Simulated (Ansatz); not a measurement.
Base system: PbTe in the rock salt structure (space group Fm-3m, No. 225; a = 6.534 Å).

Method: Ansatz (a program for electronic structure) r2SCAN, no spin-orbit coupling.

Before the change:

- Electron mass = 0.34 mₑ along k, 0.12 mₑ across (at L)
- Hole mass = 0.57 mₑ along k, 0.088 mₑ across (at L)
- Density = 7.97 g/cm³
- Band gap = 1.09 eV
- Shortest interatomic distance = 3.267 Å

Modification: a hydrostatic pressure of 0.7 GPa.

Q: How does this affect the electron mass?

A: The electron mass changes from 0.34 mₑ along k, 0.12 mₑ across (at L) to 0.33 mₑ along k, 0.12 mₑ across (at L).

Q: What happens to the hole mass?

A: The hole mass becomes 0.54 mₑ along k, 0.083 mₑ across (at L) (base: 0.57 mₑ along k, 0.088 mₑ across (at L)).

Q: What does the calculation give for the density after the change?

A: The density rises by 0.13 g/cm³ (7.97 g/cm³ → 8.10 g/cm³).

Q: What does the calculation give for the band gap after the change?

A: The band gap drops by 0.03 eV to 1.06 eV.

Q: What does the calculation give for the shortest interatomic distance after the change?

A: The shortest interatomic distance drops by 0.017 Å (3.267 Å → 3.250 Å).

With Pb and Te present, leaving out spin-orbit coupling can change the band edges. Load acts through the strain it causes; cell and atoms are relaxed under it. Masses are band curvatures over ±0.01 Å⁻¹ around the edge. Along k means along the line from Γ to the band edge. Stability against distortions was not tested.
